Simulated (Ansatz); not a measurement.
A self-consistent single point of BaTiO3 (P4mm, 5 atoms in the cell) with Ansatz (a first-principles code).

Level of theory: PBE (plane waves, PAW; Ansatz).

The change in words: lattice scaled by 0.98; kpoints.mp_grid.grid: 6 6 6 → 4 4 4. Reference geometry:
```
CELL_PARAMETERS angstrom
      3.97005     0.00000     0.00000
      0.00000     3.97005     0.00000
      0.00000     0.00000     4.01980
ATOMIC_POSITIONS crystal
  Ba 0.00000 0.00000 0.01244
  Ti 0.50000 0.50000 0.51300
  O  0.50000 0.50000 0.97700
  O  0.00000 0.50000 0.48700
  O  0.50000 0.00000 0.48700
```

Reference input (self-consistent single point, DFT, PBE, plane waves, default PAW files): basis.ecutwfc = 30.9 Ry; kpoints.mp_grid.grid = 6 6 6; hamiltonian.xc = pbe; hamiltonian.pseudopotentials = {kind: paw} (the program's default PAW files); scf.occupations.method = fermi_dirac; scf.occupations.width = 0.0015 Ry. This run's input differs from it in these lines:

Ansatz 0.2 input:
```diff
@@ -2,5 +2,5 @@
   lattice:
-    - [3.97005000, 0.00000000, 0.00000000]
-    - [0.00000000, 3.97005000, 0.00000000]
-    - [0.00000000, 0.00000000, 4.01980000]
+    - [3.89064900, 0.00000000, 0.00000000]
+    - [0.00000000, 3.89064900, 0.00000000]
+    - [0.00000000, 0.00000000, 3.93940400]
   atoms:
@@ -14,3 +14,3 @@
 kpoints:
-  mp_grid: { grid: [6, 6, 6] }
+  mp_grid: { grid: [4, 4, 4] }
 hamiltonian:
```

Output, abridged:

```
SCF iter   1: F=—  HF=-10159.271861 eV  |F-HF|=—  |Δ(HF+E_count)|=         —  Δρ=1.59e-3  dr2=7.11e-4  ethr=1.77e-3  ⟨swp⟩=6.7  Hψ=2280  notcnv=0
all-band conjugate gradients solve this SCF's bands
preconditioner: auto → Resta (q_TF=auto, 2.553 Å⁻¹)
SCF iter   2: F=—  HF=-10159.272089 eV  |F-HF|=—  |Δ(HF+E_count)|=   2.28e-4  Δρ=7.53e-4  dr2=1.58e-4  ethr=1.78e-6  ⟨swp⟩=2.1  Hψ=995  notcnv=0  defer=7
   [... lines left out ...]
SCF iter   4: F=—  HF=-10159.271652 eV  |F-HF|=—  |Δ(HF+E_count)|=   5.72e-4  Δρ=5.72e-5  dr2=2.32e-6  ethr=5.10e-8  ⟨swp⟩=2.1  Hψ=785  notcnv=0  defer=7
iter 5 did not close the SCF: its close was put off for the readings that it lacked (scf_convergence_deferred on its scf_iter line)
SCF iter   5: F=-10159.271652 eV  HF=-10159.271651 eV  |F-HF|=1.05e-9  |Δ(HF+E_count)|=   1.11e-7  Δρ=1.61e-5  dr2=6.45e-8  ethr=5.79e-9  ⟨swp⟩=2.7  Hψ=840  notcnv=0  defer=7
SCF iter   6: F=-10159.271652 eV  HF=-10159.271652 eV  |F-HF|=1.68e-9  |Δ(HF+E_count)|=   2.69e-8  Δρ=2.91e-6  dr2=2.03e-9  ethr=1.61e-10  ⟨swp⟩=7.6  Hψ=2094  notcnv=0
SCF 1 converged in 6 iterations: F = -10159.271652 eV  dr2 = 2.03e-9
Free energy (F): -10159.271652 eV
Internal energy: -10159.271652 eV  (E = F + TS)
E sigma→0 (E₀):  -10159.271652 eV
Fermi energy:    12.423445 eV
--- Forces (eV/Å), atoms counted from 1 ---
  atom   1  Ba    -0.00000000     0.00000000    -0.42567042
  atom   2  Ti     0.00000000     0.00000000    -0.00742379
  atom   3  O      0.00000000     0.00000000     0.56051532
  atom   4  O      0.00000000     0.00000000    -0.06371480
  atom   5  O     -0.00000000     0.00000000    -0.06371480
--- Stress (GPa, compression-positive) ---
       18.322303       0.000000      -0.000000
        0.000000      18.322303       0.000000
       -0.000000       0.000000      18.730625
  P = ⅓ Tr σ = 18.4584 GPa (184.584 kbar)
  The stress holds the Pulay correction. Without it, at fixed plane waves, as pw.x and ABINIT print it: P = 17.8815 GPa
```

The run converged in 6 iterations. Against the reference run the free energy rises by 56.3 meV/atom, the pressure goes from 5.64 to 18.46 GPa, the largest force goes from 0.312 to 0.561 eV/Å and the gap on the mesh goes from 1.893 to 2.017 eV. The full log also holds: “iter 5 did not close the SCF: its close was put off for the readings that it lacked (scf_convergence_deferred on its scf_iter line)”.

The starting cell has typed, rounded lattice constants, without a prior relaxation at this level. Its lattice was rescaled by up to half a per cent. One atom was moved a little off its site on purpose. For this run, on top of that: lattice scaled by 0.98. With a pressure of about 18 GPa the cell is away from its equilibrium volume at this level. Ansatz's pressure includes its estimate of the finite-basis (Pulay) stress. Without the estimate this run gives 17.88 GPa.
